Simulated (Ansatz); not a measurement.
## Zr, pressure series

The reference is Zr in the hcp (Mg type) structure (space group P6_3/mmc, No. 194; a = 3.231 Å, c = 5.173 Å).

Cell and atoms are relaxed at each pressure.

All numbers come from PBE/PAW in Ansatz (a first-principles code), spin-orbit coupling left out.

Notes on the quantities. enthalpy: H = E + PV relative to the base's energy.

| change | c/a ratio | enthalpy | lattice parameter a |
|---|---|---|---|
| base | 1.601 | – | 6.106 bohr |
| pressure −2 GPa | 1.599 | -0.30 eV/atom | 6.155 bohr |
| pressure −1 GPa | 1.600 | -0.15 eV/atom | 6.130 bohr |
| pressure 0.9 GPa | 1.602 | +0.13 eV/atom | 6.086 bohr |
| pressure 2.1 GPa | 1.603 | +0.30 eV/atom | 6.059 bohr |
| pressure 4.5 GPa | ? | +0.64 eV/atom | ? |
| pressure 9 GPa | 1.615 | +1.26 eV/atom | 5.920 bohr |
| pressure 15 GPa | 1.627 | +2.04 eV/atom | 5.813 bohr |
| pressure 22.5 GPa | 1.647 | +2.98 eV/atom | 5.691 bohr |
| pressure 30 GPa | 1.671 | +3.87 eV/atom | 5.577 bohr |

Problem. What belongs in the blanks?

Solution. 
- pressure 4.5 GPa, c/a ratio: 1.607
- pressure 4.5 GPa, lattice parameter a: 6.008 bohr

Load acts through the strain it causes; cell and atoms are relaxed under it. Whether these cells are dynamically stable was not tested. All final runs are without spin polarisation. Measured, Zr leaves this structure (for the ω phase) near 3 GPa (temperature not stated; as listed in C. Cazorla, D. Alfè, M. J. Gillan, Physical Review B (2008)).
